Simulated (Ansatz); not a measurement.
Sn under a change: biaxial strain −4.41 %, plane normal [110], relaxed out of plane

The parent structure is Sn in the diamond structure (space group Fd-3m, No. 227; a = 6.569 Å). Axes: x, y, z lie along the cube axes.

It is then changed as follows: compressive biaxial strain of 4.41 % in the plane normal to [110], as in epitaxy on a mismatched substrate; the out-of-plane cell vector and the atoms relax.

Calculations: Ansatz (a program for electronic structure) r2SCAN, no spin-orbit coupling, earlier PAW set. Γ-centred 12×12×12 mesh, Fermi–Dirac width 0.05 eV.

* **Volume per atom**: 33.46 Å³ (base 35.43 Å³)
* **Space group**: Imma (No. 74) (base Fd-3m (No. 227))
* **Shortest interatomic distance**: 5.242 bohr (base 5.375 bohr)
* **Energy relative to the base (free energy F)**: +40 meV/atom
* **Pressure (mean of the normal stresses, compression positive)**: 2.8 GPa (base 0.0 GPa)
* **Band gap**: zero (base zero)
* **Out-of-plane strain**: +3.36 % (rough)
* **Mean in-plane stress (compression positive)**: +4.1 GPa (rough)

Final structure (turned so that z lies along the plane normal):

```
Sn
1.0
    4.43999     0.00000     0.00000
    0.00000     6.27910     0.00000
    2.22000     3.13955     2.40046
Sn
2
Direct
  0.00000   0.50746   0.00000
  0.50000   0.24254   0.00000
```

Without a gap, meshes like the base's 12×12×12 leave anisotropic stresses uncertain by several tenths of a GPa, and small strain energies with them. Stability against distortions was not tested.
